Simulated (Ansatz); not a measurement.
CdTe under load (space group F-43m), r2SCAN with spin-orbit coupling, rigid bands run with Ansatz (a program for electronic structure). Condition of this run: hydrostatic pressure of -0.5 GPa (compression positive) (the target of the relaxation). Band gap 0.97 eV, N_c = 6.95e17 cm⁻³ and N_v = 1.96e19 cm⁻³ at 300 K, conductivity masses of 0.0971 mₑ (electrons) and 0.551 mₑ (holes). Take k_BT = 0.02585 eV.

Q: What built-in voltage has an abrupt junction with N_A = 1e17 and N_D = 1e17 cm⁻³, all dopants ionised?

A: V_bi = E_g/e − (k_BT/e) ln(N_c N_v/(N_A N_D)) = 0.97 − 0.02585 × 7.22 = 0.78 V, for the computed gap.

Q: What thermal injection velocity √(2k_BT/πm) limits a ballistic channel?

A: 1.73e7 cm/s for electrons and 7.25e6 cm/s for holes, a ratio of √(m_h/m_e) = 2.38, for dilute carriers.

Q: Find the intrinsic carrier density and the intrinsic Fermi level.

A: n_i = √(N_c N_v) exp(−E_g/2k_BT) = 3.69e18 × exp(−18.76) = 2.6e10 cm⁻³. The level lies (k_BT/2) ln(N_v/N_c) = 43 meV from mid-gap (positive towards the conduction band). Each 0.1 eV added to the gap lowers n_i by a factor of 6.9.

Rigid bands with the computed gap; masses take one relaxation time for all states. Geometry: cell and atoms relaxed with PBEsol.
